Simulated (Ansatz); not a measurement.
Input for (CdSe)4/(HgTe)5 zinc blende (111) superlattice on CdSe (CdSe held in this type, which need not be the stable form):

Ansatz 0.2 input:
```yaml
crystal:
  lattice:
    - [4.381284214, 0.000000029, 0.0]
    - [-2.190642132, 3.794303416, 0.0]
    - [0.0, 0.0, 34.593063129]
  atoms:
    - { symbol: Cd, position: [0.0, 0.0, 0.003001228] }
    - { symbol: Se, position: [0.0, 0.0, 0.07993596] }
    - { symbol: Cd, position: [0.333333333, 0.666666667, 0.106205056] }
    - { symbol: Se, position: [0.333333333, 0.666666667, 0.183467839] }
    - { symbol: Cd, position: [0.666666667, 0.333333333, 0.209603138] }
    - { symbol: Se, position: [0.666666667, 0.333333333, 0.286903805] }
    - { symbol: Cd, position: [0.0, 0.0, 0.3128965] }
    - { symbol: Se, position: [0.0, 0.0, 0.390332812] }
    - { symbol: Hg, position: [0.333333333, 0.666666667, 0.418063744] }
    - { symbol: Te, position: [0.333333333, 0.666666667, 0.500533926] }
    - { symbol: Hg, position: [0.666666667, 0.333333333, 0.535942049] }
    - { symbol: Te, position: [0.666666667, 0.333333333, 0.617472856] }
    - { symbol: Hg, position: [0.0, 0.0, 0.653106208] }
    - { symbol: Te, position: [0.0, 0.0, 0.734562498] }
    - { symbol: Hg, position: [0.333333333, 0.666666667, 0.770247665] }
    - { symbol: Te, position: [0.333333333, 0.666666667, 0.85165867] }
    - { symbol: Hg, position: [0.666666667, 0.333333333, 0.887186236] }
    - { symbol: Te, position: [0.666666667, 0.333333333, 0.968676312] }
basis:
  ecutwfc: 500
  ecutrho_ratio: 4
  xc_grid: 4
kpoints:
  mp_grid: { grid: [9, 9, 1] }
hamiltonian:
  xc: r2scan
  dispersion: none
  pseudopotentials: { kind: paw }
scf:
  n_extra_bands: 23
  occupations: { method: fermi_dirac, width: 0.01 }
  convergence: { dr2_threshold: 0.000000001 }
output:
  eigenstates:
    kpoints:
      - [0, 0, 0]
      - [0, 0, 0.5]
      - [0.333333333333, 0.333333333333, 0]
      - [0.5, 0, 0]
    e_range: [-4, 6]
    localisation: true
  eigenvalues: true
```

The numbers are results of r2SCAN (plane waves to 500 eV, PAW; Ansatz, an electronic-structure program), not measurements. Spin–orbit coupling is left out. Its k-point mesh 9×9×1, Fermi–Dirac width 0.01 eV.

Problem. What does the end of the output print (band table and long remarks left out, numbers rounded to eight decimals)?

Solution. 
```
SCF converged after 13 iterations
Free energy (F): -159105.728427 eV
Harris-Foulkes:  -159105.728427 eV  (|F-HF|=2.04e-10)
Internal energy: -159105.728084 eV  (E = F + TS)
E sigma→0 (E₀):  -159105.728255 eV
Entropy (-TS):   -0.000342 eV (-0.019 meV/atom)
Fermi energy:    8.232909 eV
--- Per-component energies (eV) ---
  E_band       = -7823.710048
  E_kinetic    = 6411.752409
  E_local      = -52950.748919  (includes V_loc(G=0)·N_el)
  E_nonlocal   = -3421.561522
  E_hartree    = 25499.659684
  E_xc         = -2679.152133
  E_vxc        = -3409.448937  (∫ρ·V_xc dr)
  E_paw        = -97416.085547  (= ΣΔE_a)
  E_vpaw       = -5678.103275  (= ΣTr[D̂ρ^β])
  E_aug_tail   = 0.000860  (compensation charges beyond the density's cutoff)
  E_vtau       = 225.080174  (kinetic-family band-sum trace: ∫τ·v_τ [+ j·A + Jᵃ·Aᵃ] dr)
  E_ewald      = -34540.954391
  E_core_change = -8.638525  (= ΣΔE_core)
  E_smearing   = -0.000342  (= −TS)
  E_closure    = 0.000000  (closes the sum)
  Σ components = -159105.728427   (vs F -159105.728427, Δ=0.00e0)
```

Cost: around 7 core-minutes (rough).
